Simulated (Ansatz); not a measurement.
Structures of equal composition on the (110) surface of bcc Ta: a layer of Al in place of the second plane; a layer of Al in place of the third plane. The slabs share one bottom face, and each structure is named by its start. These are constructed structures in small cells; real faces may alloy, dewet or reconstruct in larger ones, and not all known structures of the face are among them. Slabs of about 11 Å with all that they carry, Fermi-Dirac smearing of 0.1 eV. Bottom of the slabs: a bare face, its two planes held. Relaxed from the named starts with such symmetry as they have, on meshes of like density; energies extrapolated to zero smearing; no spin-orbit coupling, no U. Spin-polarised runs, if any, are marked in brackets, and their order is one that fits the cell; the others ran without spin.

These are PBE (plane waves to 420 eV, PAW; Ansatz, a quantum-chemistry and plane-wave program) values and carry that method's errors.

Task: Rank these by energy per 1x1 cell (lowest first), as PBE gives it.

Result: a layer of Al in place of the third plane (0.000 eV), a layer of Al in place of the second plane (0.257 eV)
